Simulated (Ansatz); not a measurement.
CsSnI3: pressure series

Take CsSnI$_{3}$ in the cubic perovskite structure (space group Pm-3m, No. 221; a = 6.271 Å) as the base.

Cell and atoms are relaxed at each pressure.

Calculations: Kohn–Sham DFT with the PBE functional, run in Ansatz (a program for electronic structure) with PAW and 420 eV plane waves, no spin-orbit coupling.

Question: Only one of these has no band gap. Which?
A) pressure 1.5 GPa
B) pressure −2 GPa
C) pressure 0.7 GPa
D) pressure 5 GPa

Answer: D, pressure 5 GPa. Computed: pressure 0.7 GPa: 0.30 eV; pressure 5 GPa: zero; pressure −2 GPa: 1.15 eV; pressure 1.5 GPa: 0.12 eV

A case with no gap was solved on a k-mesh chosen for an insulator, which is coarse for it. Spin-orbit coupling, missing from the scalar runs, can matter with I. Load acts through the strain it causes; cell and atoms are relaxed under it. Stability against distortions was not tested. Competing high-pressure phases were not computed. All final runs are without spin polarisation. Many cubic perovskites are stable only at high temperature; tilts and polar distortions were not tested. A zero or small gap of CsSnI3 under pressure 0.7 GPa, CsSnI3 under pressure 5 GPa and CsSnI3 under pressure 1.5 GPa can be the functional's error rather than a property of the material.
